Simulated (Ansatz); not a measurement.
Take ZnAu in the CsCl type structure (space group Pm-3m, No. 221; a = 3.1286 Å; relaxed with 0.1 eV smearing) as the base.

Calculations: PBEsol, PAW, 420 eV (Ansatz, an electronic-structure program; no SOC).

Strains are applied to the cell and any free atomic positions relax.

One change was made to it. Results:

The energy goes up by 48 meV/atom; the pressure goes from zero to -9.9 GPa.

Question: Name the change that was made.
A. isotropic strain −0.50 %
B. isotropic strain +3.00 %
C. isotropic strain −2.00 %
D. isotropic strain −1.50 %
E. isotropic strain +0.50 %

Answer: B, isotropic strain +3.00 %. For comparison, the energy relative to the base in the other runs: isotropic strain −1.50 % gives +15 meV/atom; isotropic strain −0.50 % gives +1.6 meV/atom; isotropic strain +0.50 % gives +1.5 meV/atom; isotropic strain −2.00 % gives +27 meV/atom.

Stability against distortions was not tested.
